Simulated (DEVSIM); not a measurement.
System: Schottky contact on n-type In0.53Ga0.47As, at 300 K.

Layer 1 from the left is In0.53Ga0.47As, thickness (μm) 1.30, Nd (cm⁻³) 1.5e15, τn (s) 1.5e-8, τp (s) 1.5e-8.

Left contact: Schottky, work function 4.95 eV, emission velocity 1.2e7 cm/s. Right contact: ohmic. Voltage is applied to the left contact. Recombination: SRH at mid-gap, Auger. Mobility is μmin + (μ − μmin)/(1 + (N/Nref)^α).

This is a model device: material constants are rounded textbook-type values typed into the input, and sizes, dopings and lifetimes were drawn at random. Values at 300 K.

In0.53Ga0.47As: gap (eV) 0.74, affinity (eV) 4.51, permittivity 13.9, Nc (cm⁻³) 2.1e17, Nv (cm⁻³) 7.7e18, μn (cm²/Vs) 12000, μp (cm²/Vs) 300, μn,min 300, μp,min 10, Nref,n 1.3e17, Nref,p 4.9e17, αn 0.48, αp 0.4, Cn (cm⁶/s) 5e-29, Cp (cm⁶/s) 5e-29.

DEVSIM, 1D drift-diffusion, Boltzmann statistics, complete ionisation; no tunnelling, impact ionisation, image-force lowering or self-heating. Metal contacts follow the ideal Schottky-Mott rule: no Fermi-level pinning, no interface dipoles.

Dark forward current:

```
|V| (V)  |J| (A/cm²)
-------  -----------
0.05         0.08639
0.10          0.6718
0.15           4.579
0.20           29.10
0.25           151.4
0.30           513.7
0.35            1137
0.40            1935
0.45            2834
```

Work out the local ideality factor n = ΔV / (kT/q · ln(J2/J1)) between the rows 0.15 and 0.20 V, 0.40 and 0.45 V.

kT/q = 25.85 mV. From 0.15 to 0.20 V: ln(29.10/4.579) = 1.849, n = 1.05, near the 1 of diffusion or emission over a barrier. From 0.40 to 0.45 V: ln(2834/1935) = 0.382, n = 5.07; the layers' resistance at their doping, Σ W/(qμN) = 5.0e-5 Ω cm², would take 45 mV of this step of 50 mV.

Estimate the current at 0.15 V for emission alone, J0 = q v N_band exp(−φB/kT), and read the barrier back from the simulated current.

φB = 0.440 eV, N_band = 2.10e17 cm⁻³, J0 = 0.0164 A/cm²; J = J0 (exp(qV/kT) − 1) = 5.40 A/cm². The simulation gives 4.58 A/cm²; the estimate lies 18 % above. Read backwards, the simulated current gives an apparent barrier of 0.444 eV. The estimate leaves out transport through the depletion region and minority injection.
